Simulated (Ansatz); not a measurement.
**PBE against PBEsol: MgTe, isotropic strain −5.47 %**

Take MgTe in the wurtzite structure (space group P6_3mc, No. 186; a = 4.6085 Å, c = 7.5007 Å) as the base.

(Cell as relaxed with PBE.)

Levels (all Ansatz, a first-principles code, PAW): PBE (420 eV, scalar-relativistic without spin-orbit coupling); PBEsol (420 eV, scalar-relativistic without spin-orbit coupling).

Each level relaxes its own structure.

| base | PBE | PBEsol |
|---|---|---|
| volume per atom | 34.49 Å³ | 33.39 Å³ |
| lattice parameter a | 4.608 Å | 4.561 Å |

It is then changed as follows: the cell is scaled by 0.9453 in all directions, atoms relaxed at fixed cell.

```tsv
quantity	PBE	PBEsol
energy relative to the base (free energy F)	+117 meV/atom	+121 meV/atom
pressure (mean of the normal stresses, compression positive)	8.10 GPa	8.63 GPa
```

PBE's energy relative to the base lies 3.7 meV/atom below PBEsol's; PBE's pressure lies 0.53 GPa below PBEsol's. Neither level is exact; PBEsol is the comparison here, not a measurement.

Stability against distortions was not tested.
